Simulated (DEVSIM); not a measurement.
Structure: abrupt GaSb p-n junction, at 350 K.

```csv
layer (left to right),material,thickness (μm),Nd (cm⁻³),Na (cm⁻³),τn (s),τp (s)
1,GaSb,1.30,-,2e15,2.4e-8,2.4e-8
2,GaSb,0.380,1.6e14,-,2.4e-8,2.4e-8
```

Left contact: ohmic. Right contact: ohmic. Voltage is applied to the left contact. Recombination: SRH at mid-gap, radiative, Auger. Mobility is constant in doping.

Constants are typed, rounded textbook-type inputs, not results; the design itself was drawn at random and stands for no fabricated device. Values at 300 K; Nc and Nv go as T^1.5, mobilities as T to minus their exponent, the gap by Varshni's rule with the affinity fixed.

```csv
parameter,GaSb
gap (eV),0.726
affinity (eV),4.06
permittivity,15.7
Nc (cm⁻³),2.1e17
Nv (cm⁻³),1.8e19
μn (cm²/Vs),5000
μp (cm²/Vs),850
T exponent of μn,2
T exponent of μp,1.7
B (cm³/s),1e-10
Cn (cm⁶/s),5e-30
Cp (cm⁶/s),5e-30
Varshni α (eV/K),0.00042
Varshni β (K),140
```

Model (solved in DEVSIM): 1D drift-diffusion, Boltzmann statistics, complete ionisation; no tunnelling, impact ionisation, image-force lowering or self-heating.

The doping Nd of layer 2 was swept, all else fixed.

| doping Nd of layer 2 (cm^-3) | largest field in the device at zero bias (V/cm) | potential step across the device at zero bias (V) | dark forward voltage at 100 A/cm² (V) |
|---|---|---|---|
| 4.8e12 | 3000 | 0.143 | 0.203 |
| 1.6e13 | 3200 | 0.151 | 0.210 |
| 4.8e13 | 3500 | 0.170 | 0.223 |
| 1.6e14 | [?] | 0.202 | [?] |
| 4.8e14 | 5000 | 0.235 | 0.245 |
| 1.6e15 | 6700 | 0.271 | 0.248 |
| 4.8e15 | 9000 | 0.304 | 0.249 |

### Question
Complete the blanks.

### Answer

- 1.6e14, largest field in the device at zero bias (V/cm): 4100
- 1.6e14, dark forward voltage at 100 A/cm² (V): 0.237
